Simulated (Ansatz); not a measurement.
## The (100) surface of rock-salt TiC, Zr on all Ti sites of the top plane (bottom of the slab: a bare face, its two planes held)

Level of theory: PBE (plane waves to 420 eV, PAW; Ansatz, a first-principles code).

Slab: 12 atoms, 10.9 Å thick at the start with caps and adatoms (thin: gaps and levels are the slab's own); k 12x12x1, smearing 0.1 eV, dipole-corrected; 4 atoms held, the rest relaxed; start symmetry kept, larger cells not searched; no spin, no spin-orbit, no U. In PBE it is, or lies within 0.01 eV a 1x1 cell of, the lowest of the 2 structures of its composition computed so far; subsurface sites and larger cells were not tried.

work function of the top face: 3.71 eV
energy released by relaxation: 0.023 eV
cost: around 4 core-minutes (rough)
